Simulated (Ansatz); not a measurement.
A periodic model of amorphous As₂₄Sb₂₄:

```xyz
48
Lattice="10.8572 -0.6243 -0.4140 -0.6243 10.6285 -0.4643 -0.4140 -0.4643 10.5272" Properties=species:S:1:pos:R:3 pbc="T T T"
As     1.6647     1.1871     8.1546
As    10.1716     0.7464     6.8250
As    -0.7206     8.1439     6.5884
As     4.5818     2.8870     6.3249
As     6.5368     7.3985    -0.4762
As     7.1539     1.0108     8.2544
As     1.7798     8.7945     2.6052
As     7.0468     6.9945     1.9953
As     3.7722     4.7924     7.7333
As     8.1332     6.4912     8.6946
As     8.7677     8.7608     7.9324
As     9.0947     1.9702     9.7800
As     1.2575     7.1699     7.8640
As     2.2385     5.8913     5.8534
As    -0.2707     6.4109     1.1335
As     4.5720     1.1709     8.1249
As     7.8703     1.8979     4.7202
As     9.8284     0.8300     2.8446
As     4.5317     9.3742     0.1859
As     4.0382     7.3566     4.4790
As     9.1046     9.1004     3.2284
As     9.4663     3.6538     3.7332
As     6.3759     2.1319     0.8758
As     4.0155     9.8702     6.0642
Sb     0.6571     1.9221     1.1373
Sb     8.3741     4.2519     1.0857
Sb     8.3475     6.1029     4.5328
Sb     3.8105     1.0947     0.8165
Sb     0.4872     6.7662     3.8222
Sb     4.5492     5.7289     2.2618
Sb     0.5318     9.7439     9.3947
Sb     5.5966     4.2859     9.8231
Sb     3.9666     8.0645     8.0749
Sb     2.1675     3.4279     9.6967
Sb     2.2295     2.5136     4.7175
Sb     1.7328     4.3442     2.5312
Sb     0.1765     3.7915     6.3492
Sb     7.9952    -0.0092     1.0002
Sb     5.9575     9.3424     2.9024
Sb     4.1622     0.5512     3.6750
Sb     7.3522     3.3770     7.0072
Sb    -0.3622     4.8049     9.0543
Sb    10.1398     8.4175     0.7920
Sb     2.7711     7.3295     0.5342
Sb     5.8565     2.9754     3.4067
Sb     6.8297     9.5844     5.8575
Sb     6.0579     6.5201     6.3637
Sb     0.3987    10.2566     5.2181
```

Method: PBE-D3(BJ), scalar-relativistic without spin-orbit coupling (plane waves to 420 eV, PAW; Ansatz, a quantum-chemistry and plane-wave program).

Preparation: random packing, a CHGNet melt and quench, and a DFT relaxation. The hot cell started wider than the set density and was brought back towards it in steps. It is the lowest in DFT energy of 3 quenches. It is a model cell: composition and starting density were chosen by hand, and all elements were melted together. The geometry includes D3(BJ) dispersion. Its density started from a set value of 5.63 and ended at 6.50 g/cm³. Cooling (nominally 53 K/ps over its main leg) ran many orders faster than in experiment, which tends to leave more defects and strain. A cell of this size samples the disorder only roughly. Volume and shape were free in the relaxation. Stress components on the final sampling reach 0.9 GPa. On a 2×2×2 Γ-centred mesh force components of up to 0.39 eV/Å stay, since the relaxation ran on one k-point at (1/4, 1/4, 1/4).

Neighbours within As-As 2.78 Å, As-Sb 3.02 Å, Sb-Sb 3.32 Å count as bonded.

Q: Give the coordination numbers, mean bond lengths and angles.

A: 
```yaml
Mean coordination of As: 3.50 (1 with 2, 11 with 3, 11 with 4, 1 with 5)
Mean coordination of Sb: 4.25 (5 with 3, 8 with 4, 11 with 5)
Mean As-Sb bond: 2.798 Å (spread 0.088 Å, 52 counted)
Mean Sb-Sb bond: 3.056 Å (spread 0.115 Å, 25 counted)
Mean As-As bond: 2.555 Å (spread 0.066 Å, 16 counted)
Bond angle at As: mean 102.9°, spread 21.9°
Bond angle at Sb: mean 102.8°, spread 26.6°
```
